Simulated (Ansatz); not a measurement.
# Ir: response to strain

Base system: Ir in the fcc (Cu type) structure (space group Fm-3m, No. 225; a = 3.831 Å; relaxed with 0.1 eV smearing). Axes: x, y, z lie along the cube axes.

Strains are applied to the cell and any free atomic positions relax; under biaxial strain the out-of-plane vector relaxes too; under stress the whole cell relaxes.

Method: Ansatz (a first-principles code), PBEsol, PAW, cutoff 420 eV, spin-orbit coupling left out.

Candidates:
(a) uniaxial strain ε_zz = +3.14 %
(b) uniaxial stress, 8 GPa tension along x
(c) uniaxial strain ε_zz = +3.58 %
(d) uniaxial strain ε_xx = −2.89 %
(e) biaxial strain −3.50 %, plane normal [110], relaxed out of plane

Notes on the quantities. energy relative to the base: free energy F.

**Question.** Order them by energy relative to the base, highest first.

**Answer.** (e) biaxial strain −3.50 %, plane normal [110], relaxed out of plane (+95 meV/atom), (c) uniaxial strain ε_zz = +3.58 % (+33 meV/atom), (a) uniaxial strain ε_zz = +3.14 % (+26 meV/atom), (d) uniaxial strain ε_xx = −2.89 % (+25 meV/atom), (b) uniaxial stress, 8 GPa tension along x (+5.8 meV/atom)

Beyond what the load breaks, stability against distortions was not tested. The final runs are not spin-polarised.
